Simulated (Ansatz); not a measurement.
How far PBE and r2SCAN part for WSi2, pressure −1 GPa

Take WSi2 (space group I4/mmm, No. 139; a = 3.2294 Å, c = 7.8677 Å) as the base.

(Cell as relaxed with PBE.)

Levels (all Ansatz, an electronic-structure program, PAW, earlier PAW set): PBE (420 eV, no spin-orbit coupling); r2SCAN (500 eV, no spin-orbit coupling).

Each level relaxes its own structure.

| base | PBE | r2SCAN |
|---|---|---|
| volume per atom | 13.68 Å³ | 13.42 Å³ |
| lattice parameter a | 3.229 Å | 3.212 Å |
| band gap | zero | zero |

Perturbation: a negative pressure, −1 GPa.

| quantity | PBE | r2SCAN |
|---|---|---|
| volume per atom | 13.74 Å³ | (withheld) |
| c/a ratio | 2.435 | (withheld) |

Task: What does r2SCAN give?

Result: 
- volume per atom, r2SCAN: 13.48 Å³
- c/a ratio, r2SCAN: 2.429

PBE's volume per atom lies 0.26 Å³ above r2SCAN's (1.9 %); PBE's c/a ratio lies 0.006 above r2SCAN's. Neither level is exact; r2SCAN is the comparison here, not a measurement.

Load acts through the strain it causes; cell and atoms are relaxed under it. Whether these cells are dynamically stable was not tested. The final runs are not spin-polarised.
